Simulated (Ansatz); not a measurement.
Input and output of a self-consistent single point for Rb2ScAgF6 (Fm-3m, 10 atoms in the cell) (Ansatz, a first-principles code).

Level of theory: LDA (PW92), default PAW files made with PBE (plane waves; Ansatz).

```yaml
crystal:
  lattice:
    - [0.00000, 4.20537, 4.20537]
    - [4.20537, 0.00000, 4.20537]
    - [4.20537, 4.20537, 0.00000]
  atoms:
    - { symbol: Rb, position: [0.25000, 0.25000, 0.25000] }
    - { symbol: Rb, position: [0.75000, 0.75000, 0.75000] }
    - { symbol: Ag, position: [0.50000, 0.50000, 0.50000] }
    - { symbol: Sc, position: [0.00000, 0.00000, 0.00000] }
    - { symbol: F, position: [0.74910, 0.25090, 0.25090] }
    - { symbol: F, position: [0.25090, 0.74910, 0.74910] }
    - { symbol: F, position: [0.25090, 0.74910, 0.25090] }
    - { symbol: F, position: [0.74910, 0.25090, 0.74910] }
    - { symbol: F, position: [0.25090, 0.25090, 0.74910] }
    - { symbol: F, position: [0.74910, 0.74910, 0.25090] }
```

Reference input (self-consistent single point, DFT, LDA (PW92), plane waves, default PAW files made with PBE): basis.ecutwfc = 420 eV; kpoints.mp_grid.grid = 7 7 7; hamiltonian.xc = lda; hamiltonian.pseudopotentials = {kind: paw} (the program's default PAW files); scf.occupations.method = cold; scf.occupations.width = 0.1 eV. This run's input differs from it in these lines:

Ansatz 0.2 input:
```diff
@@ -18,3 +18,3 @@
 basis:
-  ecutwfc: 420.0
+  ecutwfc: 485.0
 kpoints:
```

The program printed (abridged):

```
SCF iter   1: F=—  HF=-20662.157070 eV  |F-HF|=—  |Δ(HF+E_count)|=         —  Δρ=2.26e-2  dr2=8.00e-1  ethr=1.77e-3  ⟨swp⟩=7.1  Hψ=4220  notcnv=0  defer=1
all-band conjugate gradients solve this SCF's bands
preconditioner: auto → Resta (q_TF=auto, 2.509 Å⁻¹)
SCF iter   2: F=—  HF=-20661.999430 eV  |F-HF|=—  |Δ(HF+E_count)|=   1.58e-1  S|Δr|=    0.00e0  Δρ=8.43e-3  dr2=5.55e-2  ethr=8.89e-4  ⟨swp⟩=2.3  Hψ=1849  notcnv=0  defer=90
   [... lines left out ...]
SCF iter   6: F=—  HF=-20661.982024 eV  |F-HF|=—  |Δ(HF+E_count)|=   2.20e-5  S|Δr|=    0.00e0  Δρ=7.71e-5  dr2=1.23e-5  ethr=1.50e-7  ⟨swp⟩=2.0  Hψ=1890  notcnv=0  defer=90
SCF iter   7: F=—  HF=-20661.982159 eV  |F-HF|=—  |Δ(HF+E_count)|=   1.35e-4  S|Δr|=    0.00e0  Δρ=3.43e-5  dr2=1.71e-6  ethr=1.37e-8  ⟨swp⟩=2.2  Hψ=1906  notcnv=0  defer=89
SCF iter   8: F=-20661.982159 eV  HF=-20661.982159 eV  |F-HF|=1.44e-9  |Δ(HF+E_count)|=   5.58e-7  S|Δr|=    0.00e0  Δρ=8.04e-6  dr2=9.11e-8  ethr=1.11e-10  ⟨swp⟩=9.4  Hψ=5695  notcnv=0
SCF 1 converged in 8 iterations: F = -20661.982159 eV  dr2 = 9.11e-8
Stability not checked (fill_not_monotonic)
Free energy (F): -20661.982159 eV
Internal energy: -20661.982159 eV  (E = F + TS)
E sigma→0 (E₀):  -20661.982159 eV
Fermi energy:    9.273531 eV
--- Forces (eV/Å), atoms counted from 1 ---
  atom   1  Rb     0.00000000     0.00000000     0.00000000
  atom   2  Rb     0.00000000     0.00000000    -0.00000000
  atom   3  Ag     0.00000000     0.00000000    -0.00000000
  atom   4  Sc    -0.00000000     0.00000000     0.00000000
  atom   5  F     -3.45355486    -0.00000000     0.00000000
   [... lines left out ...]
  atom  10  F      0.00000000    -0.00000000     3.45355486
--- Stress (GPa, compression-positive) ---
        3.765341       0.000000       0.000000
        0.000000       3.765341      -0.000000
       -0.000000      -0.000000       3.765341
  P = ⅓ Tr σ = 3.7653 GPa (37.653 kbar)
  The stress holds the Pulay correction. Without it, at fixed plane waves, as pw.x and ABINIT print it: P = 3.7423 GPa
```

The run converged in 8 iterations. Against the reference run the free energy falls by 4.5 meV/atom, the pressure moves little (3.74 to 3.77 GPa), the largest force stays at 3.454 eV/Å and the gap on the mesh stays at 1.788 eV.

The starting cell was generated: these elements placed on a structure prototype, without a prior relaxation; it need not be a known phase or ordering of this composition. Forces in this geometry exceed 1 eV/Å. Ansatz's pressure includes its estimate of the finite-basis (Pulay) stress.
